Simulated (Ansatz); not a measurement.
The parent structure is TiO2 in the rutile structure (space group P4_2/mnm, No. 136).

```cif
data_O4Ti2
_chemical_formula_sum 'Ti2 O4'
_space_group_name_H-M_alt 'P 1'
_space_group_IT_number 1
_cell_length_a 4.64343
_cell_length_b 4.64343
_cell_length_c 2.96381
_cell_angle_alpha 90.000
_cell_angle_beta 90.000
_cell_angle_gamma 90.000
loop_
_space_group_symop_operation_xyz
  'x, y, z'
loop_
_atom_site_label
_atom_site_type_symbol
_atom_site_fract_x
_atom_site_fract_y
_atom_site_fract_z
_atom_site_occupancy
Ti1 Ti 0.00000 0.00000 0.00000 1
Ti2 Ti 0.50000 0.50000 0.50000 1
O1 O 0.30513 0.30513 0.00000 1
O2 O 0.80513 0.19487 0.50000 1
O3 O 0.19487 0.80513 0.50000 1
O4 O 0.69487 0.69487 0.00000 1
```

Method: PBE (Ansatz, a program for electronic structure, PAW, no spin-orbit coupling).

One change was made to it. Results:

The band gap remains 1.86 eV; the lattice parameter a drops by 0.0139 Å, from 4.643 Å to 4.630 Å; the valence-band top at Γ (three highest levels, from the VBM) goes from 0.00, -0.43, -0.43 eV to 0.00, -0.44, -0.44 eV; the electron mass goes from 0.58 mₑ along c, 1.2 mₑ across (at Γ) to 0.57 mₑ along c, 1.1 mₑ across (at Γ).

### Question
What was done to the base?
A. pressure 7.5 GPa
B. pressure 1.5 GPa
C. pressure 10 GPa

### Answer
B, pressure 1.5 GPa. For comparison, the valence-band top at Γ in the other runs: pressure 10 GPa gives 0.00, -0.47, -0.47 eV; pressure 7.5 GPa gives 0.00, -0.46, -0.46 eV.

Load acts through the strain it causes; cell and atoms are relaxed under it. Masses are band curvatures over ±0.01 Å⁻¹ around the edge. Stability against distortions was not tested. Competing high-pressure phases were not computed. All final runs are without spin polarisation.
